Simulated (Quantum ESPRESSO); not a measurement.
Quantum ESPRESSO is run on HoIr2 (Fd-3m, 6 atoms in the cell), and the run fails. The aim is a self-consistent single point with DFT, PBEsol, plane waves, SSSP 1.1.2 efficiency (PBE) pseudopotentials.

Cell that was meant: a = 5.3054 Å, b = 5.3054 Å, c = 5.3054 Å, α = 60.00°, β = 60.00°, γ = 60.00°.

Part of the input:

```fortran
ATOMIC_SPECIES
Ho   164.9303  Ho.GGA-PBE-paw-v1.0.UPF
Ir   192.2170  Ir_pbe_v1.2.uspp.F.UPF
ATOMIC_POSITIONS {crystal}
Ho    0.0000000000    0.0000000000    0.0000000000
Ho    0.2500000000    0.2500000000    0.2500000000
Ir    0.6250000000    0.6250000000    0.6250000000
```

Log, with long lists cut:

```
 %%%%%%%%%%%%%%%%%%%%%%%%%%%%%%%%%%%%%%%%%%%%%%%%%%%%%%%%%%%%%%%%%%%%%%%%%%%%%%
     Error in routine cell_base_init (1):
     ibrav=0: must read cell parameters
 %%%%%%%%%%%%%%%%%%%%%%%%%%%%%%%%%%%%%%%%%%%%%%%%%%%%%%%%%%%%%%%%%%%%%%%%%%%%%%

     stopping ...
```

Q: From the messages shown, name the fault and mend the input.

A: The fault is no cell vectors for a free lattice. A free lattice needs its vectors. To fix it, add the cell. The program stopped before any SCF iteration.

The sound input it was made from differs as follows (other fixes are possible):
```diff
+CELL_PARAMETERS {angstrom}
+   0.0000000000     3.7515000000     3.7515000000
+   3.7515000000     0.0000000000     3.7515000000
+   3.7515000000     3.7515000000     0.0000000000
```

With that input, the run converged in 32 iterations: free energy E − TS -32232.0051 eV; Fermi level (on the code's own zero) 20.45 eV; pressure -2.69 GPa; size of the cell's spin moment 7.98 μB; site moments (μB, in the program's spheres or projections) Ho 3.67, Ho 3.67, Ir 0.17, Ir 0.17, Ir 0.17, Ir 0.17 (DFT, PBEsol, plane waves, SSSP 1.1.2 efficiency (PBE) pseudopotentials).

On the sound input: the starting cell comes from a database of published, mostly measured structures (it also holds non-ambient and calculated ones), without a prior relaxation at this level. The magnetic order is the one reached from the typed start; others were not searched systematically. With U or open f shells several self-consistent states can exist. The f electrons are in the valence without U or exact exchange, which can misplace them near the Fermi level. Spin-orbit terms, which matter for f shells, are left out. Without a gap this mesh is coarse (it stands for a supercell whose shortest vector is 16 Å).
